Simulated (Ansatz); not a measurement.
Worked example: self-consistent single point of LaGe2Pd2 (I4mm, 5 atoms in the cell) in Ansatz (a quantum-chemistry and plane-wave program).

Level of theory: LDA (PW92), default PAW files made with PBE (plane waves; Ansatz).

```
La(GePd)2
1.0
   -2.18820     2.18820     5.03688
    2.18820    -2.18820     5.03688
    2.18820     2.18820    -5.03688
La Ge Pd
1 2 2
Direct
  0.00496   0.00496   0.00000
  0.62413   0.62413   0.00000
  0.37587   0.37587   0.00000
  0.25000   0.75000   0.50000
  0.75000   0.25000   0.50000
```

Reference input (self-consistent single point, DFT, LDA (PW92), plane waves, default PAW files made with PBE): basis.ecutwfc = 420 eV; kpoints.mp_grid.grid = 5 5 5; hamiltonian.xc = lda; hamiltonian.pseudopotentials = {kind: paw} (the program's default PAW files); scf.occupations.method = fermi_dirac; scf.occupations.width = 0.1 eV. This run's input differs from it in these lines:

Ansatz 0.2 input:
```diff
@@ -13,3 +13,3 @@
 basis:
-  ecutwfc: 420.0 eV
+  ecutwfc: 565.0 eV
 kpoints:
```

Output (repeated stretches shortened):

```
SCF iter   1: F=—  HF=-28201.196238 eV  |F-HF|=—  |Δ(HF+E_count)|=         —  Δρ=7.44e-3  dr2=4.46e-2  ethr=1.77e-3  ⟨swp⟩=6.0  Hψ=2820  notcnv=0
all-band conjugate gradients solve this SCF's bands
preconditioner: auto → Kerker (q_TF=auto, 2.616 Å⁻¹)
SCF iter   2: F=—  HF=-28201.187961 eV  |F-HF|=—  |Δ(HF+E_count)|=   8.28e-3  Δρ=2.90e-3  dr2=6.70e-3  ethr=5.95e-5  ⟨swp⟩=2.3  Hψ=1599  notcnv=0
SCF iter   3: F=—  HF=-28201.186996 eV  |F-HF|=—  |Δ(HF+E_count)|=   9.65e-4  Δρ=1.64e-3  dr2=1.94e-3  ethr=8.93e-6  ⟨swp⟩=2.2  Hψ=1261  notcnv=0
SCF iter   4: F=—  HF=-28201.186462 eV  |F-HF|=—  |Δ(HF+E_count)|=   5.35e-4  Δρ=1.93e-4  dr2=6.56e-5  ethr=2.59e-6  ⟨swp⟩=2.0  Hψ=1276  notcnv=0
SCF iter   5: F=—  HF=-28201.186346 eV  |F-HF|=—  |Δ(HF+E_count)|=   1.16e-4  Δρ=9.40e-5  dr2=6.19e-6  ethr=8.75e-8  ⟨swp⟩=2.7  Hψ=1374  notcnv=0
SCF iter   6: F=—  HF=-28201.186338 eV  |F-HF|=—  |Δ(HF+E_count)|=   8.09e-6  Δρ=2.85e-5  dr2=8.32e-7  ethr=8.26e-9  ⟨swp⟩=3.0  Hψ=1425  notcnv=0
SCF iter   7: F=-28201.186337 eV  HF=-28201.186338 eV  |F-HF|=5.90e-8  |Δ(HF+E_count)|=   7.27e-8  Δρ=7.49e-6  dr2=6.65e-8  ethr=1.33e-10  ⟨swp⟩=3.8  Hψ=3579  notcnv=0
SCF 1 converged in 7 iterations: F = -28201.186337 eV  dr2 = 6.65e-8
Free energy (F): -28201.186337 eV
Internal energy: -28201.099941 eV  (E = F + TS)
E sigma→0 (E₀):  -28201.143139 eV
Entropy (-TS):   -0.086396 eV (-17.279 meV/atom)
Fermi energy:    14.420386 eV
--- Forces (eV/Å), atoms counted from 1 ---
  atom   1  La     0.00000000    -0.00000000    -0.22810728
  atom   2  Ge     0.00000000     0.00000000     0.25769879
  atom   3  Ge    -0.00000000    -0.00000000    -0.17337106
  atom   4  Pd    -0.00000000     0.00000000     0.07193159
  atom   5  Pd     0.00000000    -0.00000000     0.07193159
--- Stress (GPa, compression-positive) ---
       -5.370583       0.000000      -0.000000
        0.000000      -5.370583       0.000000
       -0.000000      -0.000000      -4.574834
  P = ⅓ Tr σ = -5.1053 GPa (-51.053 kbar)
  The stress holds the Pulay correction. Without it, at fixed plane waves, as pw.x and ABINIT print it: P = -5.1114 GPa
```

The run converged in 7 iterations. Against the reference run the free energy goes down by 1.1 meV/atom, the pressure hardly changes (-5.10 to -5.11 GPa) and the largest force moves little (0.257 to 0.258 eV/Å).

The starting cell comes from a database of computed structures (which also holds hypothetical and non-ambient phases and stackings), without a prior relaxation at this level. Its lattice was rescaled by up to half a per cent. One atom was moved a little off its site on purpose. Spin polarisation is off. Ansatz's pressure includes its estimate of the finite-basis (Pulay) stress.
